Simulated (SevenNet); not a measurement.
C11b WSi₂

These are the machine-learned potential SevenNet-l3i5 (trained on PBE and PBE+U data) values and carry that method's errors.

Cell: relaxed at this level.

For C11b WSi₂, the lattice parameter a is 3.233 Å and the c axis length comes out as 7.860 Å.

Measured, for comparison: lattice constant a 3.214 Å, lattice parameter c 7.831 Å (temperature not stated, no zero-point or thermal correction; as tabulated in Pavlosiuk et al. (2022), arXiv:2202.05362). Computed (rounded) less measured: lattice constant a +0.6 %, lattice parameter c +0.4 %.

A machine-learned potential is trained on density-functional data: it inherits that level's misses and adds fitting errors of its own.
